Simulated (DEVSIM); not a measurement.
# abrupt GaP n-p junction

Device: abrupt GaP n-p junction, at 400 K.

```tsv
layer (left to right)	material	thickness (μm)	Nd (cm⁻³)	Na (cm⁻³)	τn (s)	τp (s)
1	GaP	0.780	6.9e16	-	1.9e-7	1.9e-7
2	GaP	61.0	-	5.1e14	1.9e-7	1.9e-7
```

Left contact: ohmic. Right contact: ohmic. Voltage is applied to the left contact. Recombination: SRH at mid-gap, radiative. Mobility is μmin + (μ − μmin)/(1 + (N/Nref)^α).

The device is made up for the run: typed textbook-type constants, with dimensions and the other settings drawn at random. Values at 300 K; Nc and Nv go as T^1.5, mobilities as T to minus their exponent, the gap by Varshni's rule with the affinity fixed.

```
parameter             GaP
----------------  -------
gap (eV)             2.26
affinity (eV)         3.8
permittivity         11.1
Nc (cm⁻³)          1.8e19
Nv (cm⁻³)          1.9e19
μn (cm²/Vs)           250
μp (cm²/Vs)           150
μn,min                 10
μp,min                 10
Nref,n             4.4e18
Nref,p               1e18
αn                    0.8
αp                   0.85
T exponent of μn      1.6
T exponent of μp     1.98
B (cm³/s)           1e-13
Varshni α (eV/K)  0.00058
Varshni β (K)         372
```

DEVSIM, 1D drift-diffusion, Boltzmann statistics, complete ionisation; no tunnelling, impact ionisation, image-force lowering or self-heating.

```yaml
potential_step_across_the_device_at_zero_bias: 1.633 V
largest_field_in_the_device_at_zero_bias: 22000 V/cm
Dark forward voltage at 1 A/cm²: 1.947 V
```

Dark forward current:

```
V (V)  J (A/cm²)
-----  ---------
-0.25   -5.3e-11
-0.70    -4.8e-8
-0.80    -2.2e-7
-0.90    -1.1e-6
-1.00    -5.7e-6
-1.10    -3.7e-5
-1.20   -0.00035
-1.30    -0.0043
-1.40     -0.035
-1.50      -0.12
-1.60      -0.24
-1.70      -0.40
-1.80      -0.60
-1.90      -0.86
-1.95       -1.0
-2.05       -1.4
-2.15       -1.8
-2.25       -2.3
-2.35       -2.8
-2.45       -3.5
-2.55       -4.3
-2.65       -5.1
-2.75       -6.0
-2.85       -7.0
-2.95       -8.2
-3.05       -9.4
-3.15        -11
-3.25        -12
```

Dark reverse current:

```json
[
 {"V (V)": "0.20", "J (A/cm²)": "2.8e-12"},
 {"V (V)": "0.50", "J (A/cm²)": "5.7e-12"},
 {"V (V)": "1.00", "J (A/cm²)": "9.8e-12"},
 {"V (V)": "1.50", "J (A/cm²)": "1.3e-11"},
 {"V (V)": "2.00", "J (A/cm²)": "1.7e-11"},
 {"V (V)": "3.00", "J (A/cm²)": "2.2e-11"},
 {"V (V)": "4.00", "J (A/cm²)": "2.7e-11"},
 {"V (V)": "5.00", "J (A/cm²)": "3.1e-11"},
 {"V (V)": "6.50", "J (A/cm²)": "3.7e-11"},
 {"V (V)": "8.00", "J (A/cm²)": "4.3e-11"},
 {"V (V)": "10.00", "J (A/cm²)": "4.9e-11"}
]
```
